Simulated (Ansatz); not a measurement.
**Effect of Al → P on AlN**

Consider AlN in the zinc blende structure (space group F-43m, No. 216; a = 4.403 Å).

One thing is altered: every Al is replaced by P; the structure is relaxed again.

All numbers come from Ansatz (a quantum-chemistry and plane-wave program) PBE, without spin-orbit coupling. Settings: 17×17×17 k-points, 0.05 eV Fermi–Dirac smearing, for the changed cell.

```json
[
 {"quantity": "density", "base": "3.19 g/cm³", "changed": "2.89 g/cm³", "shift": "-0.30 g/cm³"},
 {"quantity": "lattice parameter a", "base": "4.403 Å", "changed": "4.691 Å", "shift": "+0.288 Å"},
 {"quantity": "space group", "base": "F-43m (No. 216)", "changed": "F-43m (No. 216)", "shift": "–"},
 {"quantity": "band gap", "base": "3.31 eV", "changed": "zero", "shift": "–"}
]
```

Final structure:

```
PN
1.0
    0.00000     2.34558     2.34558
    2.34558     0.00000     2.34558
    2.34558     2.34558     0.00000
P N
1 1
Direct
  0.00000   0.00000   0.00000
  0.75000   0.75000   0.75000
```

No phonon test of stability was made. As relaxed here, PN is a hypothetical phase, not in the database extracts checked. The final runs are not spin-polarised. This is not the structure that AlN has at room temperature and ambient pressure.
